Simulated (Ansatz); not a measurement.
## Effective masses and thermopower of CuI under load (space group P6_3mc)

```yaml
crystal:
  lattice:
    - [4.06508, 0.00000, 0.00000]
    - [-2.03254, 3.52046, 0.00000]
    - [0.00000, 0.00000, 6.73756]
  atoms:
    - { symbol: Cu, position: [0.66667, 0.33333, 0.87276] }
    - { symbol: Cu, position: [0.33333, 0.66667, 0.37276] }
    - { symbol: I, position: [0.66667, 0.33333, 0.50224] }
    - { symbol: I, position: [0.33333, 0.66667, 0.00224] }
```

Calculation: PBEsol with spin-orbit coupling, rigid bands (plane waves, PAW; Ansatz, an electronic-structure program). Condition of this run: hydrostatic pressure 5 GPa (the target of the relaxation). How the cell was made: cell and atoms relaxed with PBEsol, then loaded as said.

```
Quantity                                                                                                                                                              Value
---------------------------------------------------------------------------------------------------------------------------------------  ----------------------------------
band gap                                                                                                                                                            1.27 eV
electron conductivity mass (300 K, dilute)                                                                                               0.167 (x), 0.167 (y), 0.137 (z) mₑ
hole conductivity mass (300 K, dilute)                                                                                                      0.51 (x), 0.51 (y), 1.08 (z) mₑ
effective density of states N_c (300 K)                                                                                                                         1.5e18 cm⁻³
effective density of states N_v (300 K)                                                                                                                         1.1e19 cm⁻³
density-of-states mass, electrons                                                                                                                                  0.155 mₑ
density-of-states mass, holes                                                                                                                                       0.57 mₑ
Seebeck coefficient, n-type 1e19 cm⁻³, 300 K                                                                                                                       -93 μV/K
Seebeck coefficient, p-type 1e19 cm⁻³, 300 K                                                                                                                       254 μV/K
best p-type power factor at 300 K for τ = 10 fs (best axis; densities from 1e16 to 1e21 cm⁻³ tried, whether or not they can be reached)         5.9 μW/(cm·K²) at 1e20 cm⁻³
```

Rigid bands; masses and Seebeck coefficients take one relaxation time τ for all states and one kind of carrier; polarons and phonon drag are left out.
